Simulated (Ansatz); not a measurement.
The parent structure is C (space group I4/mmm, No. 139; a = 4.356 Å, c = 2.499 Å; a model cell, its experimental status unchecked).

Now apply this change: an isotropic linear strain of −2.99 %; the atoms relax in the strained cell.

Levels (all Ansatz, a first-principles code, PAW): PBEsol (420 eV, no spin-orbit coupling); HSE06 (420 eV, spin-orbit coupling left out).

The geometry is relaxed with PBEsol.

PBEsol band gap: 2.01 eV

**Question.** Predict the band gap from HSE06.

**Answer.** The band gap increases by 1.243 eV (2.01 eV → 3.26 eV).

Single points use the geometry relaxed with PBEsol. HSE06 was sampled on its mesh, a few special points and the semilocal edge points, so its gap is an upper bound. Stability against distortions was not tested. This is not the structure that C has at room temperature and ambient pressure.
